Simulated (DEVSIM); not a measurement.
System: Si p-i-n diode, at 300 K.

```
layer (left to right)  material  thickness (μm)  Nd (cm⁻³)  Na (cm⁻³)   τn (s)   τp (s)
---------------------  --------  --------------  ---------  ---------  -------  -------
1                            Si           0.900          -     1.2e17  0.00094  0.00094
2                            Si           0.280     7.2e12          -  0.00094  0.00094
3                            Si           0.390     1.4e18          -  0.00094  0.00094
```

Left contact: ohmic. Right contact: ohmic. Voltage is applied to the left contact. Recombination: SRH at mid-gap, radiative. Mobility is μmin + (μ − μmin)/(1 + (N/Nref)^α).

This is a model device: material constants are rounded textbook-type values typed into the input, and sizes, dopings and lifetimes were drawn at random. Values at 300 K. The table also holds parameters that only a changed run uses.

| parameter | Si |
|---|---|
| gap (eV) | 1.124 |
| affinity (eV) | 4.05 |
| permittivity | 11.7 |
| Nc (cm⁻³) | 2.86e19 |
| Nv (cm⁻³) | 3.1e19 |
| μn (cm²/Vs) | 1417 |
| μp (cm²/Vs) | 470 |
| μn,min | 52 |
| μp,min | 45 |
| Nref,n | 9.7e16 |
| Nref,p | 2.2e17 |
| αn | 0.68 |
| αp | 0.72 |
| B (cm³/s) | 4.7e-15 |
| Cn (cm⁶/s) | 2.8e-31 |
| Cp (cm⁶/s) | 9.9e-32 |

Simulated with DEVSIM: 1D drift-diffusion, Boltzmann statistics, complete ionisation; no tunnelling, impact ionisation, image-force lowering or self-heating.

Base results: dark forward voltage at 1 A/cm² (V) 0.625; dark forward voltage at 100 A/cm² (V) 0.745.

Task: What follows from this one change: thickness of layer 1 0.9 → 4.5 μm?

Result: dark forward voltage at 1 A/cm² 0.625 → 0.663 V; dark forward voltage at 100 A/cm² 0.745 → 0.785 V.

Task: What follows from this one change: constant mobility in place of the doping-dependent one?

Result: dark forward voltage at 1 A/cm² 0.625 → 0.605 V; dark forward voltage at 100 A/cm² 0.745 → 0.726 V.
